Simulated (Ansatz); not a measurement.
## C (model structure, started from the bcc type, Im-3m, No. 229, 1 atom in the cell)

All values below come from LDA in Ansatz (PAW).

Settings: plane-wave cutoff 520 eV, 32×32×32 k mesh, Fermi–Dirac smearing 0.05 eV, scalar-relativistic PAW data made under PBE.

Cell (relaxed at this level):

```
CELL_PARAMETERS angstrom
     -1.16365     1.16365     1.16365
      1.16365    -1.16365     1.16365
      1.16365     1.16365    -1.16365
ATOMIC_POSITIONS crystal
  C  0.00000 0.00000 0.00000
```

```yaml
band_gap: none
bulk modulus B0: 221 GPa
```

Note: the bulk modulus is −V dP/dV from two relaxed cells at ±2 % in volume; the relaxation could raise the start's symmetry but not lower it, so the cell can be a saddle point.

The computed numbers hold no vibrational or temperature effects.

The result took about 27 core-seconds (a rough figure).

A model structure was made by putting elements into a prototype or built by hand; it is no filed structure, need not be a known phase, and can be a saddle point held by its symmetry.

Ansatz is a program for electronic structure.
